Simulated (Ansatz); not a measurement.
The starting structures come from a database of crystals and need not be the phases stable at ambient conditions.

Tunnelling through a barrier is set by its complex band structure: the current falls as exp(−2κd) with the smallest κ.

Here is the system:

```
Zr2N2O
1.0
    5.61911     0.00000     0.00000
    0.00000     5.92697     0.00000
    2.80956    -2.62501     3.98150
Zr N O
4 4 2
Direct
  0.66991   0.57408   0.19574
  0.13435   0.07408   0.19574
  0.85064   0.92601   0.77666
  0.37270   0.42601   0.77666
  0.04070   0.26463   0.01160
  0.94770   0.76463   0.01160
  0.54549   0.74672   0.71014
  0.74437   0.24672   0.71014
  0.25155   0.73856   0.30586
  0.44259   0.23856   0.30586
```

Space group of this cell: Cc. The cell is taken as given; by PBEsol its mean pressure is -9.0 GPa.

Transport runs along the normal of the first two printed cell vectors.

The gap is the functional's own. No spin-orbit coupling. Mid-gap values are interpolated on the energy grid.

Problem. Compute, with Ansatz (a program for electronic structure) with PBEsol, the band gap and the smallest decay constant κ at mid-gap.

Solution. Gap 1.99 eV on a 8×6×8 mesh; κ = 0.275 1/Å, at (0.000, 0.167) of the in-plane reciprocal vectors. At the zone centre, at the nearest computed energy, the slowest state has κ = 0.30 1/Å.
